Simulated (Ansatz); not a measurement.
Results of LDA (plane waves, PAW; Ansatz, a first-principles code) for Sb2TeO2 (model structure, started from the La2SO2 type, P-3m1, No. 164, 5 atoms in the cell).

Numerical settings: plane-wave cutoff 520 eV, 18×18×10 k mesh (along the axes of the cell as run), Fermi–Dirac smearing 0.05 eV, scalar-relativistic PAW data made under PBE.

Cell (relaxed at this level):

```xyz
5
Lattice="3.9296 0.0000 0.0000 -1.9648 3.4032 0.0000 0.0000 0.0000 7.0206" Properties=species:S:1:pos:R:3 pbc="T T T"
Sb     1.9648     1.1344     5.6222
Sb     0.0000     2.2688     1.3984
Te     0.0000     0.0000     3.5103
O      1.9648     1.1344     0.7541
O      0.0000     2.2688     6.2665
```

Q: What does this level give for the band gap, Γ–Γ gap and bulk modulus B0?

A: 
- band gap: 0.09 eV (under three smearing widths, so not firm)
- Γ–Γ gap: 2.17 eV
- bulk modulus B0: 89.9 GPa

Note: the bulk modulus is −V dP/dV from two relaxed cells at ±2 % in volume; the relaxation could raise the start's symmetry but not lower it, so the cell can be a saddle point.

Spin–orbit coupling is not included; it can close the smallest gap of 0.09 eV.

Static lattice: no zero-point or thermal effects.

A model structure was made by putting elements into a prototype or built by hand; it is no filed structure, need not be a known phase, and can be a saddle point held by its symmetry.
